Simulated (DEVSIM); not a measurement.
**Schottky contact on n-type GaAs**

System: Schottky contact on n-type GaAs, at 300 K.

```tsv
layer (left to right)	material	thickness (μm)	Nd (cm⁻³)	τn (s)	τp (s)
1	GaAs	0.630	9.6e14	2.1e-8	2.1e-8
```

Left contact: Schottky, work function 4.88 eV, emission velocity 4.9e6 cm/s. Right contact: ohmic. Voltage is applied to the left contact. Recombination: SRH at mid-gap, radiative, Auger. Mobility is constant in doping.

This is a model device: material constants are rounded textbook-type values typed into the input, and sizes, dopings and lifetimes were drawn at random. Values at 300 K.

| parameter | GaAs |
|---|---|
| gap (eV) | 1.424 |
| affinity (eV) | 4.07 |
| permittivity | 12.9 |
| Nc (cm⁻³) | 4.7e17 |
| Nv (cm⁻³) | 9e18 |
| μn (cm²/Vs) | 8500 |
| μp (cm²/Vs) | 400 |
| B (cm³/s) | 2e-10 |
| Cn (cm⁶/s) | 1e-30 |
| Cp (cm⁶/s) | 1e-30 |

DEVSIM, 1D drift-diffusion, Boltzmann statistics, complete ionisation; no tunnelling, impact ionisation, image-force lowering or self-heating. Metal contacts follow the ideal Schottky-Mott rule: no Fermi-level pinning, no interface dipoles.

```
Quantity                                           Result
---------------------------------------------  ----------
Potential step across the device at zero bias     0.650 V
Largest field in the device at zero bias       15000 V/cm
Dark forward voltage at 1 A/cm²                   0.481 V
Dark forward voltage at 100 A/cm²                 0.608 V
```

Small-signal capacitance in reverse bias (quasi-static):

| V (V) | C (nF/cm²) |
|---|---|
| -0.2 | 18.2 |
| -0.5 | 18.1 |
| -1 | 18.1 |
| -1.5 | 18.1 |
| -2 | 18.1 |
| -3 | 18.1 |
| -4 | 18.1 |
| -5 | 18.1 |
| -6.5 | 18.1 |
| -8 | 18.1 |
| -10 | 18.1 |

Dark reverse current:

```csv
V (V),J (A/cm²)
-0.20,-8.9e-9
-0.50,-9.1e-9
-1.00,-9.3e-9
-1.50,-9.4e-9
-2.00,-9.4e-9
-3.00,-9.5e-9
-4.00,-9.5e-9
-5.00,-9.5e-9
-6.50,-9.6e-9
-8.00,-9.6e-9
-10.00,-9.6e-9
```
